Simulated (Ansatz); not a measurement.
Functionals compared on the (20-21) surface of hcp Ti in its 1x1 cell, outermost plane spacing 0.20 Å in the ideal cut, in Ansatz (plane waves, PAW). The structure was relaxed with PBE; the other rows are single points on it, each with its references at the same level. Cutoff 420 eV (500 eV for r2SCAN).

Set-up: 18 atoms, 10.0 Å thick at the start (thin: gaps and levels are the slab's own); mesh 13x4x1; 0.1 eV smearing; dipole correction on; all atoms relaxed; held to the part of the start's symmetry that mesh and held atoms allow; no spin, no spin-orbit, no U. These notes are the PBE run's.

```csv
functional,surface energy (J/m²),work function of the top face (eV),rough cost of the single point
PBE,2.00,3.91,–
LDA,2.22,4.12,around 5 core-minutes (rough)
PBEsol,2.17,3.97,roughly 4 core-minutes
RPBE,1.88,3.78,very roughly 5 core-minutes
r2SCAN,2.20,3.93,around 11 core-minutes (rough)
```

Ansatz is a quantum-chemistry and plane-wave program.
